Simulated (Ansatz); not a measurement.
Start from Au in the fcc (Cu type) structure (space group Fm-3m, No. 225; relaxed with 0.1 eV smearing).

```xyz
1
Lattice="0.0000 2.0415 2.0415 2.0415 0.0000 2.0415 2.0415 2.0415 0.0000" Properties=species:S:1:pos:R:3 pbc="T T T"
Au     0.0000     0.0000     0.0000
```

Cartesian axes are those of the cell as printed.

All numbers come from Ansatz (a program for electronic structure) PBEsol, without spin-orbit coupling.

Now apply this change: the cell is stretched by 2.00 % along z with no lateral relaxation; the atoms relax in the strained cell.

Task: How does this affect the stress?

Result: The stress (xx, yy, zz, yz, xz, xy; compression positive) comes out as (-3.1, -3.1, -3.7, 0.0, 0.0, 0.0) GPa.

Task: How does this affect the energy relative to the base?

Result: The energy grows by 4.0 meV/atom.

No phonon test of stability was made.
